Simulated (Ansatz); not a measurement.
Take PbSe in the rock salt structure (space group Fm-3m, No. 225) as the base.

```xyz
2
Lattice="0.0000 3.0890 3.0890 3.0890 0.0000 3.0890 3.0890 3.0890 0.0000" Properties=species:S:1:pos:R:3 pbc="T T T"
Pb     0.0000     0.0000     0.0000
Se     3.0890     3.0890     3.0890
```

Cartesian axes are those of the cell as printed.

Method: plane-wave PAW DFT at the r2SCAN level (Ansatz, a quantum-chemistry and plane-wave program, 500 eV), scalar-relativistic without spin-orbit coupling.

For the base:

The band gap is 0.67 eV. The smallest direct gap comes out as 0.67 eV.

Now apply this change: tensor shear ε_xy = +2.00 % (engineering shear γ = 0.0400); the atoms relax in the strained cell.

Question: What does the calculation give for the stress after the change?

Answer: The stress (xx, yy, zz, yz, xz, xy; compression positive) comes out as (0.00, 0.00, -0.03, 0.00, 0.00, -0.73) GPa.

Question: Predict the new band gap.

Answer: The band gap drops by 0.201 eV to 0.46 eV.

Question: Estimate the effect on the smallest direct gap.

Answer: The smallest direct gap drops by 0.03 eV, from 0.67 eV to 0.64 eV.

Spin-orbit coupling, missing from the scalar runs, can matter with Pb. Stability against distortions was not tested.
